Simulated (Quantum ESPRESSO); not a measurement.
Quantum ESPRESSO is run on Ta2Co3Ge (P6_3/mmc, 12 atoms in the cell), and the run fails. The aim is a self-consistent single point with DFT, PBEsol, plane waves, PSlibrary PAW (PBE) pseudopotentials.

Cell that was meant: a = 4.8498 Å, b = 4.8498 Å, c = 7.5809 Å, α = 90.00°, β = 90.00°, γ = 120.00°.

Part of the input:

```fortran
Co    0.657410000    0.828705000    0.250000000
Co    0.342590000    0.171295000    0.750000000
Ge    0.000000000    0.000000000    0.500000000
Ge1    0.000000000    0.000000000    0.000000000
K_POINTS automatic
6 6 3  0 0 0
```

Output (repeated stretches shortened):

```
     This program is part of the open-source Quantum ESPRESSO suite
     for quantum simulation of materials; please cite

 %%%%%%%%%%%%%%%%%%%%%%%%%%%%%%%%%%%%%%%%%%%%%%%%%%%%%%%%%%%%%%%%%%%%%%%%%%%%%%
     Error in routine read_cards (12):
     species Ge1 in ATOMIC_POSITIONS is nonexistent
 %%%%%%%%%%%%%%%%%%%%%%%%%%%%%%%%%%%%%%%%%%%%%%%%%%%%%%%%%%%%%%%%%%%%%%%%%%%%%%

     stopping ...
```

Task: From the messages shown, name the fault and mend the input.

Result: The fault is an atom label that is not in the list of species. Labels in the positions must match the species card. To fix it, correct the label. The program stopped before any SCF iteration.

An input that runs soundly differs in these lines (not the only fix; some lines may just follow from the change or write a value another way):
```diff
-Ge1    0.000000000    0.000000000    0.000000000
+Ge    0.000000000    0.000000000    0.000000000
```

With that input, the run converged in 23 iterations: free energy E − TS -56492.0424 eV; Fermi level (on the code's own zero) 16.87 eV; pressure -3.01 GPa; largest force (vector length) 0.229 eV/Å; size of the cell's spin moment 0.00 μB (DFT, PBEsol, plane waves, PSlibrary PAW (PBE) pseudopotentials).

On the sound input: the starting cell comes from a database of computed structures (which also holds hypothetical and non-ambient phases and stackings), without a prior relaxation at this level. The starting moments vanished: the run ended non-magnetic, which need not be the lowest state. With a pressure of about -3 GPa the cell is away from its equilibrium volume at this level.
